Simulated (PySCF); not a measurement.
PySCF 2.14.0, unrestricted PBE0/def2-svpd, df: Al(Me)(Cl) ([CH3][Al][Cl]), charge 0, multiplicity 2, 6 atoms. The geometry is a generated start, not checked to be a minimum at this level.

| Property | Result |
|---|---|
| task | energy |
| method | pbe0 |
| basis | def2-svpd |
| two-electron scheme | density fitting |
| mol.max_memory | 3000 MB |
| mf.max_cycle | 100 |
| mf.conv_tol | 1e-09 (default) |
| mf.grids.level | 3 (default) |
| basis functions | 95 |
| grid points | 81608 |

```xyz
6

Al     0.6747    -0.5570     1.0724
C     -0.0506     0.5708    -0.4407
H     -0.9678     1.0982    -0.1569
H     -0.2942    -0.0365    -1.3187
H      0.6709     1.3304    -0.7569
Cl    -0.0330    -2.4058     1.6007
```

Charge 0 and multiplicity 2 are set for this test and not shown to be the ground state.

With the defaults (mf.diis = true, mf.DIIS = CDIIS, mf.init_guess = minao, mf.diis_space = 8, mf.level_shift = 0, mf.damp = 0, mf.diis_start_cycle = 1, newton = off) it converges in 12 Fock builds. One run each on 2 threads, 1 BLAS thread, with these changes:
- mf.init_guess = mod_huckel
- mf.damp = 0.7, mf.diis_start_cycle = 8
- mf.diis_space = 3
- newton = Hessian by the SCF's own integrals
- mf.diis = false
- mf.diis = false, mf.damp = 0.7, mf.diis_start_cycle = 999
- mf.level_shift = 0.1 Hartree
- mf.init_guess = sap
- mf.DIIS = EDIIS

**Question.** Name the settings that don't reach the solution of the defaults.

**Answer.** No convergence: mf.diis = false (the run ends without SCF convergence in 100 cycles). The rest reach the solution of the defaults.

```tsv
setting	Fock builds	end
the defaults	12	same solution
mf.init_guess = mod_huckel	14	same solution
mf.diis_space = 3	14	same solution
mf.level_shift = 0.1 Hartree	14	same solution
mf.init_guess = sap	15	same solution
mf.damp = 0.7, mf.diis_start_cycle = 8	16	same solution
newton = Hessian by the SCF's own integrals	27	same solution
mf.diis = false, mf.damp = 0.7, mf.diis_start_cycle = 999	34	same solution
mf.DIIS = EDIIS	67	same solution
mf.diis = false	101	no convergence
```

Under newton the count holds the products with the orbital Hessian.
